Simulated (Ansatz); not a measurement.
## A computed series for SrZrO3: element substitutions

The parent structure is SrZrO₃ (space group P4mm, No. 99; a = 4.1112 Å, c = 4.1920 Å; a cell from a computed database, its experimental status unchecked).

Each row replaces one element on all its sites; cell and atoms are relaxed.

Levels (all Ansatz, a program for electronic structure, PAW): PBEsol (420 eV, scalar-relativistic without spin-orbit coupling); HSE06 (420 eV, no SOC).

Band gaps by level, all at the geometries relaxed with PBEsol:

```tsv
case	PBEsol	HSE06
base	3.35 eV	4.96 eV
O → S	0.42 eV	1.27 eV
O → Se	0.11 eV	0.80 eV
```

Single points use the geometry relaxed with PBEsol. The hybrid gap comes from the SCF mesh plus the semilocal run's edge points and a few special points and is an upper bound. No phonon test of stability was made. As relaxed here, SrZrS3 and SrZrSe3 are hypothetical phases, not in the database extracts checked. The zero or small gap of SrZrSe3 can change with the level of theory.
